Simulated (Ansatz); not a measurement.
Consider KI in the rock salt structure (space group Fm-3m, No. 225).

```
CELL_PARAMETERS angstrom
      0.00000     3.50280     3.50280
      3.50280     0.00000     3.50280
      3.50280     3.50280     0.00000
ATOMIC_POSITIONS crystal
  K  0.00000 0.00000 0.00000
  I  0.50000 0.50000 0.50000
```

Cartesian axes are those of the cell as printed.

Computed with PBEsol/PAW in Ansatz (a first-principles code), spin-orbit coupling left out.

Strains are applied to the cell and any free atomic positions relax.

One change was made to it. Results:

The band gap drops by 0.02 eV (3.87 eV → 3.85 eV); the energy grows by 0.4 meV/atom; the pressure (mean of the normal stresses, compression positive) drops by 0.115 GPa to -0.11 GPa.

Problem. Which of these changes matches the shifts?
A) uniaxial strain ε_zz = −2.50 %
B) uniaxial strain ε_zz = +3.00 %
C) uniaxial strain ε_zz = +1.00 %
D) uniaxial strain ε_zz = −3.00 %
E) uniaxial strain ε_zz = +2.50 %

Solution. C, uniaxial strain ε_zz = +1.00 %. For comparison, the energy relative to the base in the other runs: uniaxial strain ε_zz = −3.00 % gives +4.2 meV/atom; uniaxial strain ε_zz = −2.50 % gives +2.9 meV/atom; uniaxial strain ε_zz = +3.00 % gives +3.0 meV/atom; uniaxial strain ε_zz = +2.50 % gives +2.2 meV/atom.

Spin-orbit coupling, missing from the scalar runs, can matter with I. Whether these cells are dynamically stable was not tested.
